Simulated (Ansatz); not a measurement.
Results of PBEsol (PAW; Ansatz, an electronic-structure program) for Be3N2 (Ia-3, No. 206).

Settings: plane-wave cutoff 520 eV, 6×6×6 k mesh, Fermi–Dirac smearing 0.01 eV, scalar-relativistic PAW data made under PBE.

Pressure at four volumes; x = ln(V/6.668 Å³). One pressure is withheld.

```tsv
V (Å³/atom)	x	P (GPa)
6.401	-0.0409	9.74
6.668	0.0000	0.00
6.802	0.0199	-4.23
6.935	0.0393	?
```

Question: Pass a parabola P(x) through the three rows shown, estimate the bulk modulus and its pressure derivative near zero pressure, and predict the withheld pressure.

Answer: Slopes between the rows: (0.00 − (9.74))/(0.0000 − (-0.0409)) = -238.14 and (-4.23 − (0.00))/(0.0199 − (0.0000)) = -212.56 GPa. Their difference over the span 0.0608 is c = 25.58/0.0608 = 420.7 GPa, so P(x) = 9.74 + (-238.14)(x − (-0.0409)) + 420.7 (x − (-0.0409))(x − (0.0000)). At the middle row B = −dP/dx = −[-238.14 + 420.7 × 0.0409] = 220.9 GPa, and B′ = dB/dP = 2c/B = 3.8. At x = 0.0393 the parabola gives -8.03 GPa; the run gives -8.08 GPa. The Birch–Murnaghan fit to the energies at all volumes has B0 = 221 GPa and B′ = 3.6.
